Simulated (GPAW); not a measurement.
Band structure of ZnO (P6_3mc, 4 atoms in the cell).

```xyz
4
Lattice="3.2374 0.0000 0.0000 -1.6187 2.8036 0.0000 0.0000 0.0000 5.2221" Properties=species:S:1:pos:R:3 pbc="T T T"
Zn     1.6187     0.9345     2.6141
Zn     0.0000     1.8691     0.0031
O      1.6187     0.9345     4.5940
O      0.0000     1.8691     1.9829
```

Method: PBE, GPAW PAW datasets PBE (gpaw-data 1.0.1) (plane waves; GPAW).

Settings: mode = pw; ecut = 900 eV; xc = PBE; kpts = 6 6 4; mesh shift (steps) = 0 0 0; occupations.name = fermi-dirac; occupations.width = 0.01 eV; nbands = -4; convergence.bands = -2; symmetry.symmorphic = false; symmetry.tolerance = 0.0005; maxiter = 120; bandpath_npoints = 40.

The starting cell comes from a database of computed structures (which also holds hypothetical and non-ambient phases and stackings), without a prior relaxation at this level.

Q: Predict the gap along the standard path and the places of the band edges.

A: The gap along the path is 0.79 eV, direct at Γ to within 0.01 eV.

Levels in eV from the top of the valence band on the SCF mesh, bands 15 to 22:
```
point     15     16     17     18    19    20     21     22
-----  -----  -----  -----  -----  ----  ----  -----  -----
Γ      -0.80  -0.09   0.00   0.00  0.79  5.24   8.20  12.93
M      -2.83  -2.27  -1.29  -0.84  5.79  6.87   7.57   8.54
K      -3.52  -1.93  -1.93  -1.74  7.65  7.72   7.72   8.16
A      -0.39  -0.39  -0.39  -0.39  3.46  3.46  10.07  10.07
L      -1.51  -1.51  -1.38  -1.38  5.71  5.71   8.45   8.45
H      -2.69  -2.69  -1.26  -1.26  8.00  8.00   8.01   8.01
```
